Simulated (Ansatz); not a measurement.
# Effect of tensor shear ε_xz = +0.22 % on WC

Base system: WC (space group P-6m2, No. 187; a = 2.913 Å, c = 2.836 Å; relaxed with 0.1 eV smearing). Axes: x lies along a and z along c of the hexagonal cell.

Perturbation: a pure shear with ε_xz = ε_zx = 0.0022; the atoms relax in the strained cell.

All numbers come from r2SCAN (Ansatz, a quantum-chemistry and plane-wave program, PAW, scalar-relativistic without spin-orbit coupling), earlier PAW set. Settings: 23×23×20 k-points, 0.1 eV Fermi–Dirac smearing.

```json
[
 {"quantity": "volume per atom", "base": "10.42 Å³", "changed": "10.42 Å³", "shift": "0.00 Å³"},
 {"quantity": "space group", "base": "P-6m2 (No. 187)", "changed": "C2 (No. 5)", "shift": "–"},
 {"quantity": "shortest interatomic distance", "base": "2.200 Å", "changed": "2.196 Å", "shift": "-0.004 Å"},
 {"quantity": "energy relative to the base (free energy F)", "base": "0 meV/atom", "changed": "+0.2 meV/atom", "shift": "+0.2 meV/atom"},
 {"quantity": "pressure (mean of the normal stresses, compression positive)", "base": "0.0 GPa", "changed": "0.0 GPa", "shift": "0.0 GPa"},
 {"quantity": "band gap", "base": "zero", "changed": "zero", "shift": "–"},
 {"quantity": "stress (xx, yy, zz, yz, xz, xy; compression positive)", "base": "–", "changed": "(0.0, 0.0, 0.0, 0.0, -1.4, 0.0) GPa", "shift": "–"}
]
```

Cost of the whole job for the changed cell (relaxation, final SCF and bands): very roughly 4 core-minutes.

Whether these cells are dynamically stable was not tested. All final runs are without spin polarisation.
